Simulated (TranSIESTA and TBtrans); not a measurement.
Junction: Na chain with one bond stretched by 2.0 Å. Leads: straight Na chain, spacing 3.135 Å. Geometry: as built, not relaxed. Transport runs along z; the first 6 and the last 6 of the 18 atoms are the lead cells, repeated to infinity.

```xyz
18
Lattice="9.000 0.000 0.000 0.000 9.000 0.000 0.000 0.000 58.430" Properties=species:S:1:pos:R:3 pbc="F F T"
Na     4.500     4.500     0.000
Na     4.500     4.500     3.135
Na     4.500     4.500     6.270
Na     4.500     4.500     9.405
Na     4.500     4.500    12.540
Na     4.500     4.500    15.675
Na     4.500     4.500    18.810
Na     4.500     4.500    21.945
Na     4.500     4.500    25.080
Na     4.500     4.500    30.215
Na     4.500     4.500    33.350
Na     4.500     4.500    36.485
Na     4.500     4.500    39.620
Na     4.500     4.500    42.755
Na     4.500     4.500    45.890
Na     4.500     4.500    49.025
Na     4.500     4.500    52.160
Na     4.500     4.500    55.295
```

Run with TranSIESTA and TBtrans (open boundaries, self-consistent; PseudoDojo norm-conserving potentials, scalar-relativistic): PAO.BasisSize DZP, PAO.EnergyShift 0.15 eV, XC.Authors PBE, Mesh.Cutoff 200 Ry, ElectronicTemperature 300 K, TS.Voltage 0.0 eV, TBT.Elecs.Eta 0.001 eV, no spin polarisation.

Energies count from the leads' Fermi level. Transmissions are for one spin of a degenerate pair. The energy step is 0.01 eV; narrower resonances are cut or missed.

| E (eV) | T |
|---|---|
| -0.20 | 0.447 |
| -0.15 | 0.469 |
| -0.10 | 0.488 |
| -0.05 | 0.504 |
| 0.00 | 0.517 |
| 0.05 | 0.528 |
| 0.10 | 0.537 |
| 0.15 | 0.546 |
| 0.20 | 0.554 |

Task: Give the zero-bias conductance in μS and the resistance at 300 K.

Result: At the Fermi level T = 0.517. Averaged with −∂f/∂E over the full grid (kT = 25.9 meV) it is 0.516. With G0 = 2e²/h = 77.48 μS, G = 40.0 μS and R = 1/G = 25.0 kΩ.

Task: The eigenchannels at the Fermi level transmit 0.517. What Fano factor of the shot noise follows at low temperature and bias?

Result: F = Σ τ(1 − τ)/Σ τ = 0.250/0.517 = 0.48.

The straight chain is held at its spacing; free chains may zigzag or dimerise. No spin-polarised start was tried, so a magnetic state, if there is one, is missed.
